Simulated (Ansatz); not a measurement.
The structure below was relaxed with PBE (Ansatz, a first-principles code), spin-orbit coupling left out.

```yaml
crystal:
  lattice:
    - [3.35212, 0.00000, 0.00000]
    - [0.00000, 5.27899, 0.00000]
    - [0.00000, 0.00000, 11.82152]
  atoms:
    - { symbol: Hf, position: [0.00000, 0.00000, 0.84615] }
    - { symbol: Lu, position: [0.50000, 0.00000, 0.59016] }
    - { symbol: Lu, position: [0.00000, 0.00000, 0.32177] }
    - { symbol: Hf, position: [0.50000, 0.00000, 0.06795] }
    - { symbol: Hf, position: [0.50000, 0.50000, 0.91703] }
    - { symbol: Lu, position: [0.00000, 0.50000, 0.68327] }
    - { symbol: Lu, position: [0.50000, 0.50000, 0.41882] }
    - { symbol: Lu, position: [0.00000, 0.50000, 0.15485] }
```

### Question
Find the space group and the Wyckoff positions.

### Answer
Space group Pmm2 (No. 25); a = 3.3521 Å, b = 5.2790 Å, c = 11.8215 Å, α = β = γ = 90.00°

| atom | site | symmetry | x | y | z |
|---|---|---|---|---|---|
| Hf | 1a | mm2 | 0.0000 | 0.0000 | 0.8461 |
| Lu | 1c | mm2 | 0.5000 | 0.0000 | 0.5902 |
| Lu | 1a | mm2 | 0.0000 | 0.0000 | 0.3218 |
| Hf | 1c | mm2 | 0.5000 | 0.0000 | 0.0680 |
| Hf | 1d | mm2 | 0.5000 | 0.5000 | 0.9170 |
| Lu | 1b | mm2 | 0.0000 | 0.5000 | 0.6833 |
| Lu | 1d | mm2 | 0.5000 | 0.5000 | 0.4188 |
| Lu | 1b | mm2 | 0.0000 | 0.5000 | 0.1549 |

### Question
Describe the coordination.

### Answer
The crystal has 8 atoms in its conventional cell. Cell: a = 3.3521 Å, b = 5.2790 Å, c = 11.8215 Å, α = β = γ = 90.00°. Hf1 is surrounded by 8 Hf at 3.112–3.352 Å and 2 Lu at 3.267 Å and 2 Lu at 3.459 Å (anticuboctahedral). Lu1 is surrounded by 8 Lu at 3.315–3.352 Å and 2 Lu at 3.588 Å and 2 Hf at 3.459 Å (anticuboctahedral). Lu2 has 8 Lu at 3.295–3.352 Å and 2 Lu at 3.588 Å and 2 Hf at 3.437 Å (anticuboctahedral). Hf2 sees 4 Hf at 3.112–3.186 Å and 2 Hf at 3.352 Å and 6 Lu at 3.291–3.437 Å (anticuboctahedral). Hf3 sees 8 Hf at 3.186–3.352 Å and 4 Lu at 3.232–3.273 Å (anticuboctahedral). Lu3 sees 4 Hf at 3.232–3.267 Å and 6 Lu at 3.315–3.352 Å and 2 Lu at 3.547 Å (anticuboctahedral). Lu4 sees 8 Lu at 3.327–3.352 Å and 4 Lu at 3.542–3.547 Å (anticuboctahedral). Lu5 is coordinated by 6 Hf at 3.273–3.291 Å and 4 Lu at 3.295–3.352 Å and 2 Lu at 3.542 Å (anticuboctahedral). (Neighbours: up to the widest gap in distance over summed covalent radii, below 1.35, at either atom.)

Each cell is one ordered arrangement of few atoms, which overstates ordering effects compared with a random alloy. Stability against distortions was not tested. All final runs are without spin polarisation. An odd electron count without spin: Lu5Hf3. The cell was made from Hf by this change: x(Lu) = 0.625, 8 atoms, Pmm2. Lu5Hf3 has a high density of states at the Fermi level and may be magnetic at this level.
